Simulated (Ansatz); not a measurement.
Consider MgTe in the wurtzite structure (space group P6_3mc, No. 186; a = 4.5089 Å, c = 7.3377 Å).

Level of theory: Kohn–Sham DFT with the LDA functional, run in Ansatz (a program for electronic structure) with PAW and 420 eV plane waves, no spin-orbit coupling.

Before the change:

The pressure is 0.00 GPa.

Modification: every lattice vector is shortened by 0.60 %; the atoms relax in the strained cell.

Task: What does the calculation give for the energy relative to the base and pressure after the change?

Result: The energy goes up by 1.3 meV/atom; the pressure (mean of the normal stresses, compression positive) goes from zero to 0.73 GPa.

Stability against distortions was not tested.
